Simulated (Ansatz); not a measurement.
A. WC (P-6m2, relaxed from the WC type)
B. rock salt TaC
C. fcc (Cu type) Ca
D. GaN (zinc blende, F-43m)

Task: Rank these crystals by Grüneisen parameter at 300 K, lowest first, as the quasi-harmonic free energy on Ansatz (a program for electronic structure), PBEsol functional, plane-wave PAW gives it.

Result: D (0.86), C (1.06), A (1.48), B (2.06)

 Spin-orbit coupling is not included. The runs of Ca (PBEsol), WC (PBEsol) noted for some cells that some bands missed the eigensolver's tolerance; how far this moves their values was not measured.

Whether this phase is the stable one at each condition was not tested.
